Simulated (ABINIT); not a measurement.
## Input and output of a self-consistent single point for GaTc (P-6m2, 2 atoms in the cell) (ABINIT)

Level of theory: PBEsol, PAW (JTH v2.0 PBE PAW, files made for PBE) (plane waves; ABINIT).

Input:

```
# GaTc, JTH v2.0 PBE PAW
pp_dirpath "./"
pseudos "Ga.GGA_PBE-JTH.xml, Tc.GGA_PBE-JTH.xml"
acell 2.8337116657 2.8337116657 4.0404190000 Angstrom
rprim
         1.0000000000    0.0000000274    0.0000000000
        -0.5000000237    0.8660253901    0.0000000000
         0.0000000000    0.0000000000    1.0000000000
natom 2
ntypat 2
znucl 31 43
typat 1 2
xred
         0.6666666667    0.3333333333    0.5000000000
         0.3333333333    0.6666666667    0.0000000000
ecut 20
pawecutdg 40
pawxcdev 0
ixc -116133
occopt 3
tsmear 0.00499791
nband 19
kptopt 1
ngkpt 11 11 7
nshiftk 1
shiftk 0 0 0
nstep 100
tolvrs 1.0e-12
prtwf 0
prtden 0
prtvol 1
enunit 2
```

The program printed (abridged):

```
 Symmetries : space group P-6 m 2 (#187); Bravais hP (primitive hexag.)

 -outvars: echo values of preprocessed input variables --------
            acell      5.3549389877E+00  5.3549389877E+00  7.6352853721E+00 Bohr
             ecut      2.00000000E+01 Hartree
           enunit           2
              ixc     -116133
         kptrlatt       11    0    0      0   11    0      0    0    7
          kptrlen      5.34469976E+01
            natom           2
            nband          19
            ngfft          24      24      32
          ngfftdg          32      32      45
             nkpt          64
            nstep         100
             nsym          12
           ntypat           2
           occopt           3
        pawecutdg      4.00000000E+01 Hartree
         pawxcdev           0
            rprim      1.0000000000E+00  2.7400000000E-08  0.0000000000E+00
                      -5.0000002370E-01  8.6602539010E-01  0.0000000000E+00
                       0.0000000000E+00  0.0000000000E+00  1.0000000000E+00
          spgroup         187
           tolvrs      1.00000000E-12
           tsmear      4.99791000E-03 Hartree
            typat      1  2
           useylm           1
             xred      6.6666666670E-01  3.3333333330E-01  5.0000000000E-01
                       3.3333333337E-01  6.6666666663E-01  0.0000000000E+00
            znucl       31.00000   43.00000

== DATASET  1 ==================================================================

 Real(R)+Recip(G) space primitive vectors, cartesian coordinates (Bohr,Bohr^-1):
 R(1)=  5.3549390  0.0000001  0.0000000  G(1)=  0.1867435  0.1078164  0.0000000
 R(2)= -2.6774696  4.6375131  0.0000000  G(2)= -0.0000000  0.2156328  0.0000000
 R(3)=  0.0000000  0.0000000  7.6352854  G(3)=  0.0000000  0.0000000  0.1309709
 Unit cell volume ucvol=  1.8961162E+02 bohr^3
 Angles (23,13,12)=  9.00000000E+01  9.00000000E+01  1.20000000E+02 degrees

 Coarse grid specifications (used for wave-functions):

 getcut: wavevector=  0.0000  0.0000  0.0000  ngfft=  24  24  32
         ecut(hartree)=     20.000   => boxcut(ratio)=   2.08183

 Fine grid specifications (used for densities):

 getcut: wavevector=  0.0000  0.0000  0.0000  ngfft=  32  32  45
         ecut(hartree)=     40.000   => boxcut(ratio)=   2.02410

   1.16862055E+03                                ecore*ucvol(ha*bohr**3)

 newkpt: prtvol=0 or 1, do not print more k-points.
_setup2: Arith. and geom. avg. npw (full set) are     809.808     809.788

--- !BeginCycle
solver: {iscf: 17, nstep: 100, nline: 4, wfoptalg: 10, }
tolerances: {tolvrs: 1.00E-12, }
...

     iter   Etot(hartree)      deltaE(h)  residm     nres2
 ETOT  1  -159.82571472110    -1.598E+02 1.946E+00 1.039E+01
 ETOT  2  -160.60720534566    -7.815E-01 3.340E-02 5.155E+00
 ETOT  3  -160.59124740210     1.596E-02 2.498E-02 4.274E-01
 ETOT  4  -160.59239483133    -1.147E-03 3.374E-03 1.282E-01
 ETOT  5  -160.59206863395     3.262E-04 4.425E-03 6.619E-04
 ETOT  6  -160.59208168035    -1.305E-05 1.047E-03 2.741E-04
   [... 3 lines left out ...]
 ETOT 10  -160.59208238286     1.040E-10 4.613E-05 3.572E-08
 ETOT 11  -160.59208238283     2.589E-11 9.007E-05 2.879E-10
 ETOT 12  -160.59208238284    -3.411E-12 1.618E-05 2.679E-11
 ETOT 13  -160.59208238284     2.842E-13 3.145E-05 3.511E-12
 ETOT 14  -160.59208238284     1.990E-13 5.650E-06 7.600E-14

 At SCF step   14       nres2   =  7.60E-14 < tolvrs=  1.00E-12 =>converged.

 Cartesian components of stress tensor (hartree/bohr^3)
  sigma(1 1)= -7.80996480E-05  sigma(3 2)=  0.00000000E+00
  sigma(2 2)= -7.80996492E-05  sigma(3 1)=  0.00000000E+00
  sigma(3 3)= -1.94429938E-04  sigma(2 1)= -1.08943877E-12

 ----iterations are completed or convergence reached----

 reduced coordinates (array xred) for    2 atoms
       0.666666666700      0.333333333300      0.500000000000
       0.333333333367      0.666666666633      0.000000000000
 cartesian forces (eV/Angstrom) at end:
    1      0.00000000000000     0.00000000000000    -0.00000000000000
    2     -0.00000000000000    -0.00000000000000    -0.00000000000000
 frms,max,avg= 1.1942726E-26 1.7914089E-26   0.000E+00  0.000E+00  0.000E+00 e/A
 length scales=  5.354938987736  5.354938987736  7.635285372108 bohr
              =  2.833711665700  2.833711665700  4.040419000000 angstroms
 Fermi (or HOMO) energy (hartree) =   0.46656   Average Vxc (hartree)=  -0.46304
 Eigenvalues (hartree) for nkpt=  64  k points:
 kpt#   1, nband= 19, wtk=  0.00118, kpt=  0.0000  0.0000  0.0000 (reduced coord)
  -1.97952   -0.95461   -0.94039   -0.94039   -0.07108   -0.06916   -0.06916   -0.06139
  -0.06139    0.05850    0.31528    0.41770    0.41770    0.43056    0.49664    0.49664
   0.71048    0.94383    0.94789
      occupation numbers for kpt#   1
   2.00000    2.00000    2.00000    2.00000    2.00000    2.00000    2.00000    2.00000
   2.00000    2.00000    2.00000    1.99989    1.99989    1.99851    0.00486    0.00486
   0.00000    0.00000    0.00000
 prteigrs : prtvol=0 or 1, do not print more k-points.

 Fermi (or HOMO) energy (eV) =  12.69586   Average Vxc (eV)= -12.60005
 Eigenvalues (   eV  ) for nkpt=  64  k points:
 kpt#   1, nband= 19, wtk=  0.00118, kpt=  0.0000  0.0000  0.0000 (reduced coord)
 -53.86555  -25.97627  -25.58927  -25.58927   -1.93412   -1.88191   -1.88191   -1.67063
  -1.67063    1.59181    8.57931   11.36629   11.36629   11.71607   13.51415   13.51415
  19.33305   25.68302   25.79350
 prteigrs : prtvol=0 or 1, do not print more k-points.

--- !EnergyTerms
comment             : Components of total free energy in Hartree
kinetic             :  2.47770241224515E+01
hartree             :  3.06391690019148E+01
xc                  : -9.19461542529838E+00
Ewald energy        : -1.24165577844666E+02
psp_core            :  6.16323264524765E+00
local_psp           : -1.03708293860055E+02
spherical_terms     :  1.49006637479952E+01
internal            : -1.60588397612410E+02
'-kT*entropy'       : -3.68479417230551E-03
total_energy        : -1.60592082406582E+02
total_energy_eV     : -4.36993279924226E+03
...

-Cartesian components of stress tensor (GPa)         [Pressure=  3.4386E+00 GPa]
- sigma(1 1)= -2.29777059E+00  sigma(3 2)=  0.00000000E+00
- sigma(2 2)= -2.29777062E+00  sigma(3 1)=  0.00000000E+00
- sigma(3 3)= -5.72032529E+00  sigma(2 1)= -3.20523899E-08

 Calculation completed.
```

The run converged in 14 iterations.

The starting cell comes from a database of computed structures (which also holds hypothetical and non-ambient phases and stackings), without a prior relaxation at this level. Its lattice was rescaled by a random factor within 2.5 % of one. Spin polarisation is off. The potentials were made for another functional than the one used. With a pressure of about 3 GPa the cell is away from its equilibrium volume at this level.

Cost on one core of a shared machine: roughly 70 s.
